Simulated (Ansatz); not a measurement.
**Evanescent states of GaN (P6_3mc, wurtzite, 4 atoms a cell, 11.4 Å³ an atom) along the normal of (110)**

Calculation: r2SCAN (plane waves, PAW; Ansatz, a quantum-chemistry and plane-wave program).

The gap is the functional's own. No spin-orbit coupling. Mid-gap values are those at the computed energy nearest the middle.

Energies count from the valence-band top; κ is the least over a 6×6 mesh across the current.

```json
[
 {"E (eV)": "0.06", "κ (1/Å)": "0.052", "where": "Γ"},
 {"E (eV)": "0.18", "κ (1/Å)": "0.087", "where": "Γ"},
 {"E (eV)": "0.30", "κ (1/Å)": "0.109", "where": "Γ"},
 {"E (eV)": "0.42", "κ (1/Å)": "0.125", "where": "Γ"},
 {"E (eV)": "0.54", "κ (1/Å)": "(withheld)", "where": "Γ"},
 {"E (eV)": "0.66", "κ (1/Å)": "(withheld)", "where": "Γ"},
 {"E (eV)": "0.78", "κ (1/Å)": "(withheld)", "where": "Γ"},
 {"E (eV)": "0.90", "κ (1/Å)": "(withheld)", "where": "Γ"},
 {"E (eV)": "1.02", "κ (1/Å)": "(withheld)", "where": "Γ"},
 {"E (eV)": "1.14", "κ (1/Å)": "(withheld)", "where": "Γ"},
 {"E (eV)": "1.26", "κ (1/Å)": "(withheld)", "where": "Γ"},
 {"E (eV)": "1.38", "κ (1/Å)": "(withheld)", "where": "Γ"},
 {"E (eV)": "1.50", "κ (1/Å)": "(withheld)", "where": "Γ"},
 {"E (eV)": "1.62", "κ (1/Å)": "(withheld)", "where": "Γ"},
 {"E (eV)": "1.74", "κ (1/Å)": "(withheld)", "where": "Γ"},
 {"E (eV)": "1.86", "κ (1/Å)": "0.132", "where": "Γ"},
 {"E (eV)": "1.98", "κ (1/Å)": "0.117", "where": "Γ"},
 {"E (eV)": "2.10", "κ (1/Å)": "0.097", "where": "Γ"},
 {"E (eV)": "2.22", "κ (1/Å)": "0.066", "where": "Γ"}
]
```

### Question
What belongs in the gaps?

### Answer

- 0.54, κ (1/Å): 0.137
- 0.66, κ (1/Å): 0.147
- 0.78, κ (1/Å): 0.154
- 0.90, κ (1/Å): 0.159
- 1.02, κ (1/Å): 0.162
- 1.14, κ (1/Å): 0.163
- 1.26, κ (1/Å): 0.163
- 1.38, κ (1/Å): 0.161
- 1.50, κ (1/Å): 0.157
- 1.62, κ (1/Å): 0.151
- 1.74, κ (1/Å): 0.143
